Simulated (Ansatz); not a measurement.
The parent structure is WS2 (space group P6_3/mmc, No. 194; a = 3.1541 Å, c = 12.1408 Å; layered, stacked along the Cartesian z axis). Axes: x lies along a and z along c of the hexagonal cell.

Level of theory: PBE-D3(BJ) (Ansatz, an electronic-structure program), scalar-relativistic without spin-orbit coupling.

Modification: tensile biaxial strain of 2.40 % in the plane normal to [001], as in epitaxy on a mismatched substrate; the out-of-plane cell vector and the atoms relax.

Problem. What happens to the in-plane stress and ratio −ε⊥/ε∥?

Solution. The mean in-plane stress (compression positive) comes out as -6.6 GPa; the ratio −ε⊥/ε∥ amounts to 0.31.

Stability against distortions was not tested.
